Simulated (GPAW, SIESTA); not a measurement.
A GPAW input for a self-consistent single point of HfGa3 (I4/mmm, 4 atoms in the cell) (DFT LDA (Perdew-Wang 92), plane waves, GPAW PAW datasets LDA (gpaw-data 1.0.1)):

```python
from ase import Atoms
from ase.units import GPa
from gpaw import GPAW, PW

atoms = Atoms(['Hf', 'Ga', 'Ga', 'Ga'],
              cell=[[-1.928555, 1.928555, 4.501305],
                    [1.928555, -1.928555, 4.501305],
                    [1.928555, 1.928555, -4.501305]],
              positions=[[0.000000, 0.000000, 0.000000],
                         [0.000000, 0.000000, 4.501305],
                         [0.000000, 1.928555, 2.250653],
                         [1.928555, 0.000000, 2.250653]],
              pbc=True)

calc = GPAW(mode=PW(550),
            xc='LDA',
            kpts={'size': (8, 8, 8), 'gamma': True},
            occupations={'name': 'methfessel-paxton', 'width': 0.136, 'order': 0},
            nbands=-8,
            convergence={'density': 1e-05, 'energy': 1e-05},
            symmetry={'symmorphic': False, 'tolerance': 0.0005},
            maxiter=100,
            txt='-')

atoms.calc = calc

energy = atoms.get_potential_energy()
print('Energy (eV):', round(energy, 6))
forces = atoms.get_forces()
print('Forces (eV/Ang):')
print(forces.round(5))
stress = atoms.get_stress()
print('Stress (GPa, Voigt):', (stress / GPa).round(4))
```

Q: Give the SIESTA input for the same structure, mesh, smearing and functional.

A: One input that does it (others would too):

```
# files in the folder: Hf.psml Ga.psml (PseudoDojo LDA standard)
SystemName  HfGa3
SystemLabel siesta

NumberOfAtoms                4
NumberOfSpecies              2
%block ChemicalSpeciesLabel
  1 72 Hf
  2 31 Ga
%endblock ChemicalSpeciesLabel
LatticeConstant              1.0 Ang
%block LatticeVectors
    -1.928555000    1.928555000    4.501305000
     1.928555000   -1.928555000    4.501305000
     1.928555000    1.928555000   -4.501305000
%endblock LatticeVectors
AtomicCoordinatesFormat      Ang
%block AtomicCoordinatesAndAtomicSpecies
     0.000000000    0.000000000    0.000000000  1
     0.000000000    0.000000000    4.501305000  2
     0.000000000    1.928555000    2.250652500  2
     1.928555000    0.000000000    2.250652500  2
%endblock AtomicCoordinatesAndAtomicSpecies

XC.functional                LDA
XC.authors                   PW92
PAO.BasisSize                DZP
PAO.EnergyShift              0.005 Ry
MeshCutoff                   350 Ry
%block kgrid.MonkhorstPack
    8   0   0  0.0
    0   8   0  0.0
    0   0   8  0.0
%endblock kgrid.MonkhorstPack
OccupationFunction           MP
OccupationMPOrder            0
ElectronicTemperature        0.136 eV

MaxSCFIterations             150
SCF.Mixer.Method             Broyden
SCF.Mixer.Weight             0.1
SCF.Mixer.History            8
SCF.DM.Tolerance             1.0E-05
Diag.ParallelOverK           true
WriteForces                  true
```

Basis, cutoffs, solver keys and any potentials are the target program's own. This input uses DFT, LDA PW92, numerical atomic orbitals DZP, PseudoDojo LDA standard norm-conserving potentials (rewritten from UPF to PSML). LDA parametrisations can differ slightly between programs. Both were run: pressure -4.00 GPa in GPAW and -4.49 in SIESTA.

On SIESTA: the starting cell comes from a database of computed structures (which also holds hypothetical and non-ambient phases and stackings), without a prior relaxation at this level. Values carry the incompleteness of an atom-centred basis. With a pressure of about -4 GPa the cell is away from its equilibrium volume at this level.

On GPAW: the starting cell comes from a database of computed structures (which also holds hypothetical and non-ambient phases and stackings), without a prior relaxation at this level. With a pressure of about -4 GPa the cell is away from its equilibrium volume at this level.
